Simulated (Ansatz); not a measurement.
The parent structure is Mg₂Ge in the anti-fluorite structure (space group Fm-3m, No. 225).

```cif
data_GeMg2
_chemical_formula_sum 'Ge1 Mg2'
_space_group_name_H-M_alt 'P 1'
_space_group_IT_number 1
_cell_length_a 4.50033
_cell_length_b 4.50033
_cell_length_c 4.50033
_cell_angle_alpha 60.000
_cell_angle_beta 60.000
_cell_angle_gamma 60.000
loop_
_space_group_symop_operation_xyz
  'x, y, z'
loop_
_atom_site_label
_atom_site_type_symbol
_atom_site_fract_x
_atom_site_fract_y
_atom_site_fract_z
_atom_site_occupancy
Ge1 Ge 0.00000 0.00000 0.00000 1
Mg1 Mg 0.25000 0.25000 0.25000 1
Mg2 Mg 0.75000 0.75000 0.75000 1
```

Level of theory: Ansatz (an electronic-structure program), PBEsol, PAW, cutoff 420 eV, scalar-relativistic without spin-orbit coupling.

One change was made to it. Results:

```
quantity                          base    after
-----------------------------  -------  -------
band gap                       0.08 eV  0.51 eV
shortest interatomic distance  2.756 Å  3.081 Å
```

### Question
What was done to the base?
(A) Mg → Ca
(B) Ge → Pd
(C) Mg → Be

### Answer
A, Mg → Ca. For comparison, the band gap in the other runs: Ge → Pd gives zero; Mg → Be gives zero.

Whether these cells are dynamically stable was not tested. As relaxed here, Mg2Pd and Be2Ge are hypothetical phases, not in the database extracts checked. For Ca2Ge in this form, whether it has been made was not checked. All final runs are without spin polarisation. A zero or small gap of Mg2Ge can be the functional's error rather than a property of the material.
